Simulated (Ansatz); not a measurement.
C11b WSi2, treated with rVV10 (plane waves, PAW; Ansatz, an electronic-structure program).

Numerical settings: plane-wave cutoff 520 eV, 24×24×24 k mesh, Fermi–Dirac smearing 0.05 eV, no spin polarisation, scalar-relativistic PAW data made under PBE.

The cell is scaled about its equilibrium volume:

Shape and atoms are relaxed at each volume.

| V (Å³/atom) | P (GPa) | c (Å) | a (Å) |
|---|---|---|---|
| 13.269 | 9.36 | 7.809 | 3.193 |
| 13.545 | 4.42 | 7.855 | 3.217 |
| 13.822 | 0.00 | 7.899 | 3.240 |
| 14.098 | -3.95 | 7.944 | 3.263 |
| 14.375 | -7.49 | 7.989 | 3.286 |

Note: the bulk modulus comes from volumes at which shape and atoms were relaxed.
